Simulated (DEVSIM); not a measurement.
System: abrupt InP p-n junction, at 250 K.

```tsv
layer (left to right)	material	thickness (μm)	Nd (cm⁻³)	Na (cm⁻³)	τn (s)	τp (s)
1	InP	0.250	-	1.1e15	3.8e-10	3.8e-10
2	InP	3.60	3.5e15	-	3.8e-10	3.8e-10
```

Left contact: ohmic. Right contact: ohmic. Voltage is applied to the left contact. Recombination: SRH at mid-gap, radiative. Mobility is constant in doping. Where it depends on doping, it is μmin + (μ − μmin)/(1 + (N/Nref)^α).

Constants are typed, rounded textbook-type inputs, not results; the design itself was drawn at random and stands for no fabricated device. Values at 300 K; Nc and Nv go as T^1.5, mobilities as T to minus their exponent, the gap by Varshni's rule with the affinity fixed. The table also holds parameters that only a changed run uses.

```tsv
parameter	InP
gap (eV)	1.344
affinity (eV)	4.38
permittivity	12.5
Nc (cm⁻³)	5.7e17
Nv (cm⁻³)	1.1e19
μn (cm²/Vs)	5200
μp (cm²/Vs)	170
μn,min	400
μp,min	10
Nref,n	3e17
Nref,p	4.9e17
αn	0.47
αp	0.62
T exponent of μn	2
T exponent of μp	2
B (cm³/s)	1.2e-10
Cn (cm⁶/s)	9e-31
Cp (cm⁶/s)	9e-31
Varshni α (eV/K)	0.000363
Varshni β (K)	162
```

Model (solved in DEVSIM): 1D drift-diffusion, Boltzmann statistics, complete ionisation; no tunnelling, impact ionisation, image-force lowering or self-heating.

Base results: dark forward voltage at 100 A/cm² (V) 0.979; largest field in the device at zero bias (V/cm) 23000; potential step across the device at zero bias (V) 1.063; dark forward voltage at 1 A/cm² (V) 0.851.

### Question
What follows from this one change: thickness of layer 1 0.25 → 0.75 μm?

### Answer
dark forward voltage at 100 A/cm² 0.979 → 1.021 V; largest field in the device at zero bias 23000 → 16000 V/cm; potential step across the device at zero bias little changed (1.063 V); dark forward voltage at 1 A/cm² 0.851 → 0.894 V.

### Question
What follows from this one change: doping Na of layer 1 1.1e+15 → 1.1e+16 cm^-3?

### Answer
dark forward voltage at 100 A/cm² 0.979 → 1.041 V; largest field in the device at zero bias 23000 → 29000 V/cm; potential step across the device at zero bias 1.063 → 1.113 V; dark forward voltage at 1 A/cm² 0.851 → 0.925 V.

### Question
What follows from this one change: thickness of layer 2 3.6 → 0.72 μm?

### Answer
dark forward voltage at 100 A/cm² 0.979 → 0.971 V; largest field in the device at zero bias little changed (23000 V/cm); potential step across the device at zero bias little changed (1.063 V); dark forward voltage at 1 A/cm² little changed (0.851 V).

### Question
What follows from this one change: doping Nd of layer 2 3.5e+15 → 1e+15 cm^-3?

### Answer
dark forward voltage at 100 A/cm² 0.979 → 1.010 V; largest field in the device at zero bias 23000 → 14000 V/cm; potential step across the device at zero bias 1.063 → 1.036 V; dark forward voltage at 1 A/cm² 0.851 → 0.863 V.
